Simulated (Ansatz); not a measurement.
The starting structures come from a database of crystals and need not be the phases stable at ambient conditions.

 Where the default PAW files enter, the runs use the earlier of Ansatz's two default sets.

Tunnelling through a barrier is set by its complex band structure: the current falls as exp(−2κd) with the smallest κ.

```yaml
crystal:
  lattice:
    - [4.49802, 0.00000, 0.00000]
    - [0.00000, 8.27688, 0.00000]
    - [0.75333, 4.13844, 3.13079]
  atoms:
    - { symbol: Mg, position: [0.50000, 0.31207, 0.00000] }
    - { symbol: Mg, position: [0.50000, 0.68793, 0.00000] }
    - { symbol: P, position: [0.90675, 0.21991, 0.56018] }
    - { symbol: P, position: [0.09325, 0.78009, 0.43982] }
    - { symbol: O, position: [0.72033, 0.07440, 0.54686] }
    - { symbol: O, position: [0.27967, 0.92560, 0.45314] }
    - { symbol: O, position: [0.27967, 0.62126, 0.45314] }
    - { symbol: O, position: [0.72033, 0.37874, 0.54686] }
    - { symbol: O, position: [0.00000, 0.00000, 0.00000] }
    - { symbol: O, position: [0.21278, 0.38093, 0.23814] }
    - { symbol: O, position: [0.78722, 0.61907, 0.76186] }
```

Space group of this cell: C2/m. The cell is taken as given; by r2SCAN its mean pressure is 1.5 GPa.

Transport runs along the normal of the first two printed cell vectors.

The gap is the functional's own, uncorrected, and κ follows it; spin-orbit coupling is left out. Mid-gap values are interpolated between the computed energies.

Task: Estimate the band gap and the smallest decay constant κ at mid-gap that r2SCAN (Ansatz, an electronic-structure program) returns for this system.

Result: Gap 6.39 eV on a 8×10×10 mesh; κ = 0.443 1/Å, at the zone centre.
